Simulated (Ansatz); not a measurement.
A self-consistent single point of LiCl (Fm-3m, 2 atoms in the cell) with Ansatz (a first-principles code).

Method: PBE (plane waves, PAW; Ansatz).

The change in words: lattice scaled by 0.98. Reference geometry:
```xyz
2
Lattice="0.0000 2.5700 2.5700 2.5700 0.0000 2.5700 2.5700 2.5700 0.0000" Properties=species:S:1:pos:R:3 pbc="T T T"
Li     0.0000     0.0000     0.0000
Cl     2.5700     2.5700     2.5700
```

Reference input (self-consistent single point, DFT, PBE, plane waves, default PAW files): kpoints.mp_grid.grid = 8 8 8; hamiltonian.xc = pbe; hamiltonian.pseudopotentials = {kind: paw} (the program's default PAW files); scf.occupations.method = fermi_dirac; scf.occupations.width = 0.0007 Ry. This run's input differs from it in these lines:

```diff
@@ -2,5 +2,5 @@
   lattice:
-    - [0.000000, 2.570000, 2.570000]
-    - [2.570000, 0.000000, 2.570000]
-    - [2.570000, 2.570000, 0.000000]
+    - [0.000000, 2.518600, 2.518600]
+    - [2.518600, 0.000000, 2.518600]
+    - [2.518600, 2.518600, 0.000000]
   atoms:
```

The program printed (abridged):

```
SCF iter   1: F=—  HF=-1287.818188 eV  |F-HF|=—  |Δ(HF+E_count)|=         —  Δρ=3.69e-4  dr2=4.91e-5  ethr=1.77e-3  ⟨swp⟩=7.3  Hψ=1914  notcnv=0
all-band conjugate gradients solve this SCF's bands
preconditioner: auto → none
SCF iter   2: F=—  HF=-1287.818051 eV  |F-HF|=—  |Δ(HF+E_count)|=   1.38e-4  Δρ=2.85e-4  dr2=3.79e-5  ethr=4.91e-7  ⟨swp⟩=2.3  Hψ=739  notcnv=0
SCF iter   3: F=—  HF=-1287.818036 eV  |F-HF|=—  |Δ(HF+E_count)|=   1.46e-5  Δρ=1.44e-4  dr2=8.85e-6  ethr=3.79e-7  ⟨swp⟩=2.0  Hψ=357  notcnv=0
SCF iter   4: F=—  HF=-1287.818030 eV  |F-HF|=—  |Δ(HF+E_count)|=   5.98e-6  Δρ=6.21e-5  dr2=1.00e-6  ethr=8.85e-8  ⟨swp⟩=2.0  Hψ=371  notcnv=0
SCF iter   5: F=—  HF=-1287.818029 eV  |F-HF|=—  |Δ(HF+E_count)|=   8.72e-7  Δρ=4.23e-5  dr2=8.18e-7  ethr=1.00e-8  ⟨swp⟩=2.4  Hψ=374  notcnv=0
SCF iter   6: F=—  HF=-1287.818029 eV  |F-HF|=—  |Δ(HF+E_count)|=   2.41e-7  Δρ=2.00e-5  dr2=1.88e-7  ethr=8.18e-9  ⟨swp⟩=1.0  Hψ=264  notcnv=0
SCF iter   7: F=-1287.818029 eV  HF=-1287.818029 eV  |F-HF|=7.44e-9  |Δ(HF+E_count)|=   6.01e-8  Δρ=4.82e-6  dr2=1.07e-8  ethr=1.00e-9  ⟨swp⟩=4.0  Hψ=738  notcnv=0
SCF 1 converged in 7 iterations: F = -1287.818029 eV  dr2 = 1.07e-8
Free energy (F): -1287.818029 eV
Internal energy: -1287.818029 eV  (E = F + TS)
E sigma→0 (E₀):  -1287.818029 eV
Fermi energy:    5.527391 eV
--- Forces (eV/Å), atoms counted from 1 ---
  atom   1  Li    -0.00000000     0.00000000    -0.00000000
  atom   2  Cl     0.00000000     0.00000000     0.00000000
--- Stress (GPa, compression-positive) ---
        2.448268       0.000000      -0.000000
        0.000000       2.448268      -0.000000
        0.000000      -0.000000       2.448268
  P = ⅓ Tr σ = 2.4483 GPa (24.483 kbar)
  The stress holds the Pulay correction. Without it, at fixed plane waves, as pw.x and ABINIT print it: P = 2.4455 GPa
```

The run converged in 7 iterations. Against the reference run the free energy rises by 7.9 meV/atom, the pressure goes from 0.20 to 2.45 GPa and the gap on the mesh goes from 6.293 to 6.654 eV.

The starting cell has typed, rounded lattice constants, without a prior relaxation at this level. For this run, on top of that: lattice scaled by 0.98. Ansatz's pressure includes its estimate of the finite-basis (Pulay) stress.

Keys are those of Ansatz 0.2.
